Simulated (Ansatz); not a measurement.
Consider ZnSnP₂ in the chalcopyrite structure (space group I-42d, No. 122; a = 5.7023 Å, c = 11.4355 Å).

All numbers come from PBE, PAW, 420 eV (Ansatz, a quantum-chemistry and plane-wave program; scalar-relativistic without spin-orbit coupling).

One change was made to it. Results:

| quantity | base | after |
|---|---|---|
| shortest interatomic distance | 4.536 bohr | 4.116 bohr |
| c/a ratio | 2.005 | 2.018 |

Q: What was done to the base?
A) pressure 1.8 GPa
B) pressure 30 GPa
C) pressure −2 GPa

A: B, pressure 30 GPa. For comparison, the shortest interatomic distance in the other runs: pressure 1.8 GPa gives 4.491 bohr; pressure −2 GPa gives 4.595 bohr.

Load acts through the strain it causes; cell and atoms are relaxed under it. No phonon test of stability was made. No other phases were tried under pressure.
